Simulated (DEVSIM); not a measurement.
Structure: abrupt In0.53Ga0.47As n-p junction, at 300 K.

```tsv
layer (left to right)	material	thickness (μm)	Nd (cm⁻³)	Na (cm⁻³)	τn (s)	τp (s)
1	In0.53Ga0.47As	6.30	5e15	-	3.6e-10	3.6e-10
2	In0.53Ga0.47As	190	-	2.8e14	3.6e-10	3.6e-10
```

Left contact: ohmic. Right contact: ohmic. Voltage is applied to the left contact. Recombination: SRH at mid-gap, Auger. Mobility is μmin + (μ − μmin)/(1 + (N/Nref)^α).

This is a model device: material constants are rounded textbook-type values typed into the input, and sizes, dopings and lifetimes were drawn at random. Values at 300 K.

```csv
parameter,In0.53Ga0.47As
gap (eV),0.74
affinity (eV),4.51
permittivity,13.9
Nc (cm⁻³),2.1e17
Nv (cm⁻³),7.7e18
μn (cm²/Vs),12000
μp (cm²/Vs),300
"μn,min",300
"μp,min",10
"Nref,n",1.3e17
"Nref,p",4.9e17
αn,0.48
αp,0.4
Cn (cm⁶/s),5e-29
Cp (cm⁶/s),5e-29
```

Simulated with DEVSIM: 1D drift-diffusion, Boltzmann statistics, complete ionisation; no tunnelling, impact ionisation, image-force lowering or self-heating.

The doping Nd of layer 1 was swept, all else fixed.

| doping Nd of layer 1 (cm^-3) | potential step across the device at zero bias (V) | largest field in the device at zero bias (V/cm) |
|---|---|---|
| 1.5e14 | 0.288 | 2500 |
| 5e14 | 0.320 | 3500 |
| 1.5e15 | 0.348 | 4300 |
| 5e15 | 0.379 | 5400 |
| 1.5e16 | 0.408 | 7400 |
| 5e16 | 0.439 | 12000 |

From the first row to the last the potential step across the device at zero bias goes from 0.288 to 0.439. From the first row to the last the largest field in the device at zero bias goes from 2500 to 12000.
